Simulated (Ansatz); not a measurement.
The structure below was relaxed with PBEsol, PAW, 420 eV (Ansatz, a first-principles code; no spin-orbit coupling).

```
Be
1.0
   -1.24631     1.24631     1.24631
    1.24631    -1.24631     1.24631
    1.24631     1.24631    -1.24631
Be
1
Direct
  0.00000   0.00000   0.00000
```

**Question.** Find the space group and the Wyckoff positions.

**Answer.** Space group Im-3m (No. 229); a = 2.493 Å, b = 2.493 Å, c = 2.493 Å, α = 90.00°, β = 90.00°, γ = 90.00°

| atom | site | symmetry | x | y | z |
|---|---|---|---|---|---|
| Be | 2a | m-3m | 0.0000 | 0.0000 | 0.0000 |

**Question.** Describe the coordination.

**Answer.** The crystal has 2 atoms in its conventional cell. Conventional cell: a = b = c = 2.493 Å, α = β = γ = 90.00°. Be sees 8 Be at 2.159 Å and 6 Be at 2.493 Å. (Neighbours: up to the widest gap in distance over summed covalent radii, below 1.35, at either atom.)

No phonon test of stability was made. The cell was made from Eu by this change: Eu → Be; the result is a model cell, its experimental status unchecked. This is not the structure that Be has at room temperature and ambient pressure.
